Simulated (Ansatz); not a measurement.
**LuMgNO (model structure, started from the LaZnOP type, P4/nmm, No. 129, 8 atoms in the cell): band gap by level of theory**

No measured value is used here.

| level (code) | value (eV) |
|---|---|
| LDA (Ansatz) | 1.58 |
| PBE+SOC (Ansatz) | 1.59 (indirect) |
| PBEsol+SOC (Ansatz) | 1.55 (indirect) |
| r²SCAN+SOC (Ansatz) | 2.10 (indirect) |
| HSE06 (Ansatz) | [?] |

Fill in the missing entries.


- HSE06 (Ansatz, an electronic-structure program), value (eV): 2.65

Computed values are for a static lattice. Spin–orbit coupling is included only where a level's name says +SOC; with heavier elements it mostly lowers gaps and can invert bands.  Values are at the PBEsol cell. Cutoffs and k meshes differ between the levels. Ansatz's density-functional and Hartree–Fock values are scalar-relativistic unless marked +SOC, with PAW data made under PBE.

A model structure was made by putting elements into a prototype or built by hand; it is no filed structure, need not be a known phase, and can be a saddle point held by its symmetry.
